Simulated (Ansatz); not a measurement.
Given:

```yaml
crystal:
  lattice:
    - [0.00000, 2.17665, 2.18441]
    - [2.17665, 0.00000, 2.18441]
    - [2.17665, 2.17665, 0.00000]
  atoms:
    - { symbol: Si, position: [0.25000, 0.25000, 0.25000] }
    - { symbol: C, position: [0.00000, 0.00000, 0.00000] }
```

Computed with r2SCAN with spin-orbit coupling, rigid bands (plane waves, PAW; Ansatz, a first-principles code). Condition of this run: uniaxial stress zz = -1 GPa (compression positive) (the target of the relaxation). Geometry: cell and atoms relaxed with r2SCAN, then loaded as said.

### Question
What conductivity effective mass do dilute electrons have at 300 K?

### Answer
0.32 (x), 0.32 (y), 0.25 (z) mₑ.

### Question
Predict the hole conductivity mass (n e² τ/σ) at 300 K, by direction if it differs.

### Answer
0.67 (x), 0.67 (y), 0.70 (z) mₑ.

### Question
And the band gap?

### Answer
1.69 eV at this level; semilocal functionals usually fall short of the measured gap.

Rigid bands, one relaxation time for all states, no polarons.
